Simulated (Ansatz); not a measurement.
Ansatz (an electronic-structure program) run on InSb (R3m, 2 atoms in the cell): relaxation of the atoms.

Computed with LDA (PW92), default PAW files made with PBE (plane waves; Ansatz).

The change in words: one atom moved by 0.15 angstrom; relax: default → atoms; relax.f_tol: default → 0.05 eV/Å. Reference geometry:
```yaml
crystal:
  lattice:
    - [0.00000, 3.23028, 3.23028]
    - [3.23028, 0.00000, 3.23028]
    - [3.23028, 3.23028, 0.00000]
  atoms:
    - { symbol: In, position: [0.00000, 0.00000, 0.00000] }
    - { symbol: Sb, position: [0.25000, 0.25000, 0.25000] }
```

Reference input (self-consistent single point, DFT, LDA (PW92), plane waves, default PAW files made with PBE): basis.ecutwfc = 420 eV; kpoints.mp_grid.grid = 7 7 7; hamiltonian.xc = lda; hamiltonian.pseudopotentials = {kind: paw} (the program's default PAW files); scf.occupations.method = fermi_dirac; scf.occupations.width = 0.01 eV. This run's input differs from it in these lines:

```diff
@@ -7,3 +7,3 @@
   atoms:
-    - { symbol: In, position_ang: [0.000000, 0.000000, 0.000000] }
+    - { symbol: In, position_ang: [0.086604, 0.086604, 0.086604] }
     - { symbol: Sb, position_ang: [1.615140, 1.615140, 1.615140] }
@@ -22,2 +22,4 @@
     width: 0.01
+relax:
+  f_tol: 0.05
 output:
```

Output (repeated stretches shortened):

```
   [... SCF lines of the steps left out ...]
relax step   1: F+E_penalty+E_count = -11793.05814375 eV  Δ(F+E_penalty+E_count) = +0.000e0 eV  max|allowed force component| = 7.443e-1 eV/Å  Δτ_max = 0.0000 Å  (6 SCF iters, dr2 threshold 6.25e-5 eV, accepted)
relax step   2: F+E_penalty+E_count = -11793.08247948 eV  Δ(F+E_penalty+E_count) = -2.434e-2 eV  max|allowed force component| = 4.663e-1 eV/Å  Δτ_max = 0.1502 Å  (5 SCF iters, dr2 threshold 3.46e-5 eV, accepted)
relax step   3: F+E_penalty+E_count = -11793.14748151 eV  Δ(F+E_penalty+E_count) = -6.500e-2 eV  max|allowed force component| = 4.104e-3 eV/Å  Δτ_max = 0.0746 Å  (5 SCF iters, dr2 threshold 1.36e-5 eV, accepted)
relax step   4: F+E_penalty+E_count = -11793.14748165 eV  Δ(F+E_penalty+E_count) = -1.378e-7 eV  max|allowed force component| = 4.145e-3 eV/Å  Δτ_max = 0.0000 Å  (3 SCF iters, accepted)
the relaxation is at rest under the 6 symmetry operations that the run kept from its start: a minimum is not shown …
Stability not checked: this state was not tested for a lower state beside it, because too few of the mixer's solves of this state at the end of the SCF gave a …
Free energy (F): -11793.147482 eV
Internal energy: -11793.147371 eV  (E = F + TS)
E sigma→0 (E₀):  -11793.147426 eV
Entropy (-TS):   -0.000111 eV (-0.055 meV/atom)
Fermi energy:    7.182309 eV
--- Forces (eV/Å), atoms counted from 1 ---
  atom   1  In     0.00414002     0.00414002     0.00414002
   [... lines left out ...]
--- Relaxed structure (4 steps of the walk, 4 accepted, 0 SCFs on fresh bases) ---
  F+E_penalty+E_count = -11793.14748165 eV   max|allowed force component| = 4.145e-3 eV/Å
  atoms:
    - { symbol: In, position: [0.006646868715711654, 0.006646868715711654, 0.006646868715711654] }
    - { symbol: Sb, position: [0.25675816118881667, 0.25675816118881667, 0.25675816118881667] }
```

The run converged.  The full log also holds: “iter 5 did not close the SCF: its close was put off for the readings that it lacked (scf_convergence_deferred on its scf_iter line)”.

Summary of the result:
* **Free energy E − TS (on the zero of these files)**: -11793.1475 eV
* **Fermi level (on the code's own zero)**: 7.18 eV
* **Pressure**: -0.20 GPa
* **Largest force (vector length)**: 0.007 eV/Å
* **Relaxation steps**: 4

The starting cell has typed, rounded lattice constants, without a prior relaxation at this level. Its lattice was rescaled by up to half a per cent. For this run, on top of that: one atom moved by 0.15 angstrom. The relaxation keeps the symmetry of its start, so its end need not be a minimum. Ansatz's pressure includes its estimate of the finite-basis (Pulay) stress. The run gives no clean gap (levels at the Fermi energy touch, overlap or are partly filled at this smearing), which alone does not show that the compound is a metal.

Keys are those of Ansatz 0.2.
